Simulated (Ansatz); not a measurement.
Structures of equal composition on the (000-1) surface of 4H silicon carbide (C plane on top): (√3x√3)R30° Sb adatom at H3; (√3x√3)R30° Sb adatom at T4. The slabs share one bottom face, and each structure is named by its start. These are constructed structures in small cells; real faces may alloy, dewet or reconstruct in larger ones, and not all known structures of the face are among them. Slabs of about 11 Å, Fermi-Dirac smearing of 0.025 eV. Bottom of the slabs: H caps. Relaxed from the named starts with such symmetry as they have, on meshes of like density; energies extrapolated to zero smearing; spin only where a row says so; no spin-orbit coupling, no U. Brackets mark spin-polarised runs, whose order is one that fits the cell. Where a second, spin-polarised start was run, the lower counts.

Computed with r2SCAN, at the PBE geometry (plane waves to 500 eV, PAW; Ansatz, a first-principles code).

Task: Rank these by energy per 1x1 cell (lowest first), as r2SCAN, at the PBE geometry gives it.

Result: (√3x√3)R30° Sb adatom at T4 (0.000 eV, gap 2.56 eV on the mesh), (√3x√3)R30° Sb adatom at H3 (0.080 eV, gap 2.03 eV on the mesh)
